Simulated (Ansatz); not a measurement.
# How the lattice parameter c of WSeS (P-3m1, No. 164, 6 atoms in the cell; start mp-1216174) moves with the method

No measured value is used here.

| level (code) | value (Å) |
|---|---|
| LDA (Ansatz) | 12.502 |
| PBEsol (Ansatz) | 12.970 |
| r²SCAN (Ansatz) | 13.404 |
| r²SCAN+rVV10 (Ansatz) | 12.831 |

The crystal itself was run without spin with LDA, PBEsol, r²SCAN, r²SCAN+rVV10; a magnetic state was not tried in these runs. Density-functional levels without +SOC have no spin–orbit coupling. Cutoffs differ between the levels. Ansatz's density-functional and Hartree–Fock values are scalar-relativistic unless marked +SOC, with PAW data made under PBE.

A start named mp-… is a Materials Project structure, which need not be a measured phase.

Ansatz is an electronic-structure program.
